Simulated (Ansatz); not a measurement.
Consider K3P (space group P6_3/mmc, No. 194; a model cell).

```xyz
8
Lattice="5.6737 0.0000 0.0000 -2.8368 4.9136 0.0000 0.0000 0.0000 10.0360" Properties=species:S:1:pos:R:3 pbc="T T T"
K      0.0000     0.0000     2.5090
K      0.0000     0.0000     7.5270
K      0.0000     3.2757     9.2231
K      2.8368     1.6379     4.2051
K      2.8368     1.6379     0.8129
K      0.0000     3.2757     5.8309
P      0.0000     3.2757     2.5090
P      2.8368     1.6379     7.5270
```

Level of theory: r2SCAN (Ansatz, a first-principles code; PAW; 500 eV plane waves; without spin-orbit coupling).

Before the change:

```
Quantity           Result
---------------  --------
Volume per atom  34.97 Å³
Band gap          0.61 eV
c/a ratio           1.769
```

It is then changed as follows: a hydrostatic pressure of 7.5 GPa.

**Question.** How does this affect the volume per atom?

**Answer.** The volume per atom shrinks by 8.22 Å³, from 34.97 Å³ to 26.75 Å³.

**Question.** What happens to the band gap?

**Answer.** The band gap goes up by 0.37 eV to 0.98 eV.

**Question.** What happens to the c/a ratio?

**Answer.** The c/a ratio falls by 0.019 to 1.750.

Load acts through the strain it causes; cell and atoms are relaxed under it. No phonon test of stability was made. Competing high-pressure phases were not computed.
